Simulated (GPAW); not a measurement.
Input and output of a self-consistent single point for Mg2Sn (Fm-3m, 3 atoms in the cell) (GPAW).

Method: PBE, GPAW PAW datasets PBE (gpaw-data 1.0.1) (plane waves; GPAW).

```
Mg2Sn
1.0
    0.00000     3.38068     3.38068
    3.38068     0.00000     3.38068
    3.38068     3.38068     0.00000
Mg Sn
2 1
Cartesian
  1.69034   1.69034   1.69034
  5.07101   5.07101   5.07101
  0.00000   0.00000   0.00000
```

Reference input (self-consistent single point, DFT PBE, plane waves, GPAW PAW datasets PBE (gpaw-data 1.0.1)): mode = pw; ecut = 850 eV; xc = PBE; kpts = 9 9 9; mesh shift (steps) = 0 0 0; occupations.name = fermi-dirac; occupations.width = 0.02 eV; nbands = -6; convergence.density = 1e-05 e/electron; convergence.energy = 1e-05 eV/electron; convergence.bands = -4; symmetry.symmorphic = false. This run's input differs from it in these lines:

```diff
@@ -15,6 +15,6 @@
             xc='PBE',
-            kpts=(9, 9, 9),
+            kpts={'size': (6, 6, 6), 'gamma': True},
             occupations={'name': 'fermi-dirac', 'width': 0.02},
-            nbands=-6,
-            convergence={'density': 1e-05, 'energy': 1e-05, 'bands': -4},
+            nbands=-9,
+            convergence={'density': 1e-05, 'energy': 1e-05},
             symmetry={'symmorphic': False, 'tolerance': 0.0005},
```

Output (repeated stretches shortened):

```
     iter     time        total  log10-change:
                         energy   eigst   dens
iter:   1 --:--:--    -7.977097
iter:   2 --:--:--    -7.990795   -0.38  -1.34
iter:   3 --:--:--    -7.853723   -1.08  -1.37
iter:   4 --:--:--    -7.862632   -1.92  -1.87
iter:   5 --:--:--    -7.956815   -1.96  -1.93
iter:   6 --:--:--    -7.861320   -2.57  -1.87
iter:   7 --:--:--    -7.861553   -3.85  -2.91
iter:   8 --:--:--    -7.858915   -4.42  -2.92
iter:   9 --:--:--    -7.858476   -4.44  -2.94
iter:  10 --:--:--    -7.858479   -5.58  -3.77
iter:  11 --:--:--    -7.858479c  -6.57  -3.69
iter:  12 --:--:--    -7.858509c  -6.05  -3.67
   [... lines left out ...]
iter:  18 --:--:--    -7.858495c  -7.54c -4.11
iter:  19 --:--:--    -7.858493c  -7.77c -4.09
iter:  20 --:--:--    -7.858482c  -6.58  -4.16
iter:  21 --:--:--    -7.858484c  -7.56c -4.26
iter:  22 --:--:--    -7.858485c  -6.91  -4.25
iter:  23 --:--:--    -7.858482c  -7.28  -4.33
iter:  24 --:--:--    -7.858482c  -8.34c -4.51
iter:  25 --:--:--    -7.858482c  -8.78c -4.53
iter:  26 --:--:--    -7.858482c  -8.56c -4.60
iter:  27 --:--:--    -7.858482c  -8.57c -4.58
iter:  28 --:--:--    -7.858483c  -7.36  -4.65
iter:  29 --:--:--    -7.858482c  -8.31c -4.88
iter:  30 --:--:--    -7.858482c  -9.54c -5.03c
Converged after 30 iterations.

Dipole moment: (-0.000000, -0.000000, -0.000000) |e|*Ang

Energy contributions relative to reference atoms: (reference = -178909.983084)

Kinetic:         -0.245363
Potential:       +3.092070
External:        +0.000000
XC:             -10.709454
Entropy (-ST):   -0.000131
Local:           +0.004331
SIC:             +0.000000
--------------------------
Free energy:     -7.858548
Extrapolated:    -7.858482

Showing only first 2 kpts
 Kpt  Band  Eigenvalues  Occupancy
  0    15      4.52425    0.05048
  0    16      4.52425    0.05048
  0    17      5.96954    0.00000
  0    18      6.67362    0.00000

  1    15      3.65889    2.00000
  1    16      3.65889    2.00000
  1    17      5.68678    0.00000
  1    18      6.97149    0.00000

Fermi level: 4.45118

No gap
No difference between direct/indirect transitions
Energy (eV): -7.858482

Forces in eV/Ang:
  0 Mg   -0.00000    0.00000    0.00000
  1 Mg    0.00000   -0.00000   -0.00000
  2 Sn   -0.00000   -0.00000   -0.00000

Stress tensor:
    -0.005641     0.000000     0.000000
     0.000000    -0.005641     0.000000
     0.000000     0.000000    -0.005641
Stress (GPa, Voigt): [-0.9038 -0.9038 -0.9038  0.      0.      0.    ]
```

The run converged in 30 iterations. GPAW prints stress with tension positive. Against the reference run the free energy rises by 8.2 meV/atom and the pressure moves little (0.91 to 0.90 GPa).

The starting cell has typed, rounded lattice constants, without a prior relaxation at this level. Its lattice was rescaled by a random factor within 2.5 % of one.

Cost on one core of a shared machine: roughly 2 min.
